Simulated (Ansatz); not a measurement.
Start from AgI in the zinc blende structure (space group F-43m, No. 216; a = 6.4499 Å).

Level of theory: PBEsol/PAW in Ansatz (an electronic-structure program), no SOC.

Before the change:

| Property | Result |
|---|---|
| Pressure | 0.0 kbar |
| Valley order | Γ 1.20 eV; L along ⟨111⟩ 2.64 eV |

Modification: every lattice vector is shortened by 1.16 %; the atoms relax in the strained cell.

**Question.** What happens to the pressure?

**Answer.** The pressure goes from zero to 13.2 kbar.

**Question.** What does the calculation give for the energy relative to the base after the change?

**Answer.** The energy increases by 4.6 meV/atom.

**Question.** What happens to the mean gap deformation potential ΔEg/Δln V?

**Answer.** The mean gap deformation potential ΔEg/Δln V amounts to +0.1 eV.

**Question.** What does the calculation give for the valley order after the change?

**Answer.** The valley order (the lowest conduction-band minima on the path, energy above the VBM, named in the base's zone) changes from Γ 1.20 eV; L along ⟨111⟩ 2.64 eV to Γ 1.19 eV; L along ⟨111⟩ 2.62 eV.

With I present, leaving out spin-orbit coupling can change the band edges. Stability against distortions was not tested.
